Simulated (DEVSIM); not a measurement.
System: Au/Al2O3/n-Si capacitor, at 300 K.

Layer 1 from the left is Al2O3, thickness (nm) 11.0. Layer 2 from the left is Si, thickness (nm) 410, Nd (cm⁻³) 2e18.

Metal gate on the left, work function 5.1 eV. Fixed charge at the semiconductor interface -2.3e11 cm⁻² (in units of +e); no interface traps.

This is a model device: material constants are rounded textbook-type values typed into the input, and sizes, dopings and lifetimes were drawn at random. Values at 300 K.

Al2O3: gap (eV) 6.8, affinity (eV) 1.35, permittivity 9. Si: gap (eV) 1.124, affinity (eV) 4.05, permittivity 11.7, Nc (cm⁻³) 2.86e19, Nv (cm⁻³) 3.1e19.

Model (solved in DEVSIM): 1D Poisson equation in equilibrium, Boltzmann statistics, complete ionisation; no quantum confinement or tunnelling. Metal contacts follow the ideal Schottky-Mott rule: no Fermi-level pinning, no interface dipoles.

Task: What does the simulation give for the flat-band voltage, the minimum of the low-frequency capacitance?

Result: flat-band voltage 1.03 V; minimum of the low-frequency capacitance 0.280 μF/cm².
